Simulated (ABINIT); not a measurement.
Worked example: self-consistent single point of KRb₂BiF₆ (Fm-3m, 10 atoms in the cell) in ABINIT.

Computed with LDA (PW92), norm-conserving pseudopotentials (PseudoDojo nc-sr-04 LDA standard) (plane waves; ABINIT).

```yaml
crystal:
  lattice:
    - [0.00000, 4.81468, 4.81468]
    - [4.81468, 0.00000, 4.81468]
    - [4.81468, 4.81468, 0.00000]
  atoms:
    - { symbol: K, position: [0.50000, 0.50000, 0.50000] }
    - { symbol: Rb, position: [0.75000, 0.75000, 0.75000] }
    - { symbol: Rb, position: [0.25000, 0.25000, 0.25000] }
    - { symbol: Bi, position: [0.00000, 0.00000, 0.00000] }
    - { symbol: F, position: [0.23568, 0.76432, 0.76432] }
    - { symbol: F, position: [0.76432, 0.23568, 0.23568] }
    - { symbol: F, position: [0.76432, 0.23568, 0.76432] }
    - { symbol: F, position: [0.23568, 0.76432, 0.23568] }
    - { symbol: F, position: [0.76432, 0.76432, 0.23568] }
    - { symbol: F, position: [0.23568, 0.23568, 0.76432] }
```

Reference input (self-consistent single point, DFT, LDA (PW92), plane waves, norm-conserving pseudopotentials (PseudoDojo nc-sr-04 LDA standard)): pseudos = [K.upf, Rb.upf, Bi.upf, F.upf]; ecut = 42 Ha; occopt = 1; ngkpt = 3 3 3; nshiftk = 1; shiftk = 0 0 0; potentials = PseudoDojo nc-sr-04 LDA standard; nband = 44; kptopt = 1; nstep = 60; toldfe = 1e-09 Ha; diemac = 6. This run's input differs from it in these lines:

```diff
@@ -31,3 +31,3 @@
 nstep 60
-toldfe 1.0e-09
+toldfe 0.0037
 diemac 6
```

Output, abridged:

```
--- !BeginCycle
solver: {iscf: 7, nstep: 60, nline: 4, wfoptalg: 0, }
tolerances: {toldfe: 3.70E-03, }
...

     iter   Etot(hartree)      deltaE(h)  residm     vres2
 ETOT  1  -311.49268574845    -3.115E+02 2.610E-01 8.007E+02
 ETOT  2  -313.34142106755    -1.849E+00 1.050E-02 2.995E+03
 ETOT  3  -313.46287194429    -1.215E-01 2.534E-03 2.137E+03
 ETOT  4  -313.63524074157    -1.724E-01 2.366E-03 5.411E+02
 ETOT  5  -313.70436835642    -6.913E-02 3.557E-03 7.388E+00
 ETOT  6  -313.70457168067    -2.033E-04 5.904E-04 2.154E+00
 ETOT  7  -313.70475069828    -1.790E-04 5.187E-04 5.064E-01
 At SCF step    7, etot is converged :
  for the second time, diff in etot=  1.790E-04 < toldfe=  3.700E-03

 Cartesian components of stress tensor (hartree/bohr^3)
  sigma(1 1)=  1.58100626E-04  sigma(3 2)=  0.00000000E+00
  sigma(2 2)=  1.58100626E-04  sigma(3 1)=  0.00000000E+00
  sigma(3 3)=  1.58100626E-04  sigma(2 1)=  0.00000000E+00

 ----iterations are completed or convergence reached----

 reduced coordinates (array xred) for   10 atoms
       0.500000000000      0.500000000000      0.500000000000
       0.750000000000      0.750000000000      0.750000000000
       0.250000000000      0.250000000000      0.250000000000
       0.000000000000      0.000000000000      0.000000000000
       0.235680000000      0.764320000000      0.764320000000
       0.764320000000      0.235680000000      0.235680000000
   [... lines left out ...]
 Fermi (or HOMO) energy (eV) =  -0.61284   Average Vxc (eV)=  -8.73147
   [... lines left out ...]
total_energy        : -3.13704750698284E+02
total_energy_eV     : -8.53634038995662E+03
band_energy         : -3.37619245463333E+01
...

-Cartesian components of stress tensor (GPa)         [Pressure= -4.6515E+00 GPa]
- sigma(1 1)=  4.65148021E+00  sigma(3 2)=  0.00000000E+00
- sigma(2 2)=  4.65148021E+00  sigma(3 1)=  0.00000000E+00
- sigma(3 3)=  4.65148021E+00  sigma(2 1)=  0.00000000E+00

 Calculation completed.
```

The run converged in 7 iterations. Against the reference run the free energy hardly moves (within 1 meV/atom), the pressure goes from -3.93 to -4.65 GPa, the largest force goes from 0.271 to 0.302 eV/Å and the gap on the mesh goes from 4.687 to 4.666 eV.

The starting cell comes from a database of computed structures (which also holds hypothetical and non-ambient phases and stackings), without a prior relaxation at this level. Spin-orbit coupling is off. With a pressure of about -5 GPa the cell is away from its equilibrium volume at this level.

Cost on one core of a shared machine: roughly 4 min.
